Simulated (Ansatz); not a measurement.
The reference is CsPbBr3 in the cubic perovskite structure (space group Pm-3m, No. 221; a = 5.770 Å). Axes: x, y, z lie along the cube axes.

All numbers come from Ansatz (an electronic-structure program) LDA, no SOC.

Before the change:

| Item | Result |
|---|---|
| Valley order | R along ⟨111⟩ 1.17 eV; Γ 2.42 eV |

The change: biaxial strain +1.80 %, plane normal [001], relaxed out of plane (Cartesian); in-plane vectors clamped, the third vector and the atoms free.

**Question.** What does the calculation give for the valley order after the change?

**Answer.** The valley order (the lowest conduction-band minima on the path, energy above the VBM, named in the base's zone) becomes R along [111] 1.24 eV; Γ 2.58 eV (base: R along ⟨111⟩ 1.17 eV; Γ 2.42 eV).

**Question.** What happens to the ratio −ε⊥/ε∥?

**Answer.** The ratio −ε⊥/ε∥ comes out as 0.22.

With Pb present, leaving out spin-orbit coupling can change the band edges. The levels and masses belong to the bands next to the band gap. Whether these cells are dynamically stable was not tested. Many cubic perovskites are stable only at high temperature; tilts and polar distortions were not tested. This is not the structure that CsPbBr3 has at room temperature and ambient pressure.
